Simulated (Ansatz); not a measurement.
System: fluorite AuAl₂. Method: PBE-D4 (Ansatz, a program for electronic structure, plane waves, PAW).

Numerical settings: plane-wave cutoff 520 eV, 16×16×16 k mesh, Fermi–Dirac smearing 0.05 eV, scalar-relativistic PAW data made under PBE.

Computed points:

```tsv
V (Å³/atom)	E − E_lowest (meV/atom)	P (GPa)
16.894	26.19	8.26
17.253	11.18	5.18
17.613	2.69	2.44
17.972	0.00	0.00
18.332	2.49	-2.18
18.691	9.58	-4.11
19.050	20.77	-5.83
```

What bulk modulus B0 and pressure derivative B′ does a third-order Birch–Murnaghan fit give?

V0 = 17.972 Å³/atom, B0 = 115 GPa, B′ = 4.8 (fit to the energies at full precision).

Spin–orbit coupling is not included; it can shift volumes and moduli of such heavy elements.

The computed numbers hold no vibrational or temperature effects.
